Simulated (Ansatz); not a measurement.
Base system: TiO2 in the anatase structure (space group I4_1/amd, No. 141; a = 3.7393 Å, c = 9.4551 Å). Axes: x, y, z lie along a, b, c of the conventional cell.

Structures relaxed with Ansatz (a program for electronic structure) LDA, no spin-orbit coupling.

Base:

Simulated powder pattern, Co Kα, λ = 1.79026 Å (kinematic, ideal powder, no thermal factors, no anomalous dispersion; the 10 strongest lines at most, above 2 %, up to 2θ = 90°):

```csv
2θ (°),I/Imax (%),hkl
29.83,100,(101)
43.61,6.1,(103)
44.50,20,(004)
45.65,6.9,(112)
57.21,28,(200)
64.07,18,(105)
65.86,18,(211)
75.24,14,(204)
82.79,6.7,(116)
85.23,7.6,(220)
```

Perturbation: the cell is compressed by 1.80 % along x with no lateral relaxation, atoms relaxed at fixed cell.

After the change:

Simulated powder pattern, Co Kα, λ = 1.79026 Å (kinematic, ideal powder, no thermal factors, no anomalous dispersion; the 10 strongest lines at most, above 2 %, up to 2θ = 90°):

```csv
2θ (°),d (Å),I/Imax (%),hkl
29.83,3.477,100,(011)
30.32,3.423,100,(101)
44.50,2.364,41,(004)
57.21,1.870,28,(020)
58.36,1.836,27,(200)
64.07,1.688,17,(015)
64.34,1.681,20,(105)
66.12,1.641,18,(121)
66.92,1.624,17,(211)
86.21,1.310,15,(220)
```

The indices refer to the base's conventional cell; one index is shown for lines that coincide. The space group is now Imma (No. 74).

The cells carry an imposed strain or load. Whether these cells are dynamically stable was not tested. All final runs are without spin polarisation.
